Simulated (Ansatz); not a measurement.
An Ansatz (an electronic-structure program) input (PBEsol in Ansatz (plane waves to 420 eV, PAW, without spin-orbit coupling)):

Ansatz 0.2 input:
```yaml
crystal:
  lattice:
    - [3.3556654882, 0, 0]
    - [0, 4.7456276442, 0]
    - [0, 0, 15]
  atoms:
    - { symbol: Sc, position: [0.5, 0.75, 0.5] }
    - { symbol: Au, position: [0, 0.25, 0.5] }
basis: { ecutwfc: 420, ecutrho_ratio: 4, xc_grid: 2, fft_grid_basis: typed }
kpoints: { mp_grid: { grid: [14, 10, 1] } }
hamiltonian:
  xc: pbesol
  dispersion: none
  pseudopotentials: { kind: paw }
scf: { occupations: { method: fermi_dirac, width: 0.05 }, convergence: { dr2_threshold: 0.0000000002 } }
relax: { f_tol: 0.01, max_steps: 50 }
output: { forces: true, stress: true }
checkpoint: { write: state.ck, write_every: 1000 }
```

**Question.** Which symmetry and how many k-points will the program report, and about how many plane waves at Γ?

**Answer.** Space group Pmmm (ITA 47) with 8 operations, k-points 48 of 140, and 4667 plane waves at Γ.

No phonon test of stability was made. All final runs are without spin polarisation. The cell was made from ScAu in the CsCl type structure (space group Pm-3m, No. 221) by this change: a free-standing slab of 1 layer (2 atoms, 2 a layer) is cut normal to [110], with 15 Å of vacuum and the in-plane cell held at bulk; forces were under the threshold from the start, so the atoms kept their bulk positions.
